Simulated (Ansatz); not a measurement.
The reference is SiGe in the CsCl type structure (space group Pm-3m, No. 221; a = 3.200 Å; a hypothetical phase, not in the database extracts checked; relaxed with 0.1 eV smearing). Axes: x, y, z lie along the cube axes.

Level of theory: PBEsol in Ansatz (plane waves to 420 eV, PAW, no SOC).

For the base:

```
Property                         Value
-----------------------------  -------
Pressure                       0.0 GPa
Shortest interatomic distance  2.772 Å
```

Modification: the symmetric strain tensor [-0.0015 -0.0008 0.0026; -0.0008 -0.0178 0.0197; 0.0026 0.0197 0.0042], atoms relaxed at fixed cell.

Question: Predict the new pressure and shortest interatomic distance.

Answer: The pressure (mean of the normal stresses, compression positive) goes from zero to 1.5 GPa; the shortest interatomic distance falls by 0.0562 Å (2.772 Å → 2.715 Å).

Whether these cells are dynamically stable was not tested. All final runs are without spin polarisation.

Ansatz is a first-principles code.
